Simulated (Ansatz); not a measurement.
Consider the following.

```
Sn
1.0
    0.00000     3.36570     3.02663
    3.36570     0.00000     3.02663
    3.36570     3.36570     0.00000
Sn
2
Direct
  0.00000   0.00000   0.00000
  0.25000   0.25000   0.25000
```

Method: r2SCAN with spin-orbit coupling, rigid bands (plane waves, PAW; Ansatz, a program for electronic structure). Condition of this run: uniaxial stress along [001] of 2.4 GPa (compression positive) (the target of the relaxation). Geometry: cell and atoms relaxed with PBEsol, then loaded as said.

**Question.** Is this a good metal at this level?

**Answer.** No. No gap is resolved, and few carriers conduct, as in a semimetal or a zero-gap semiconductor. N(E_F) = 0.107 states/eV a cell at 300 K and the Drude plasma energy along the best axis is 1.24 eV, several times under that of a simple or noble metal.
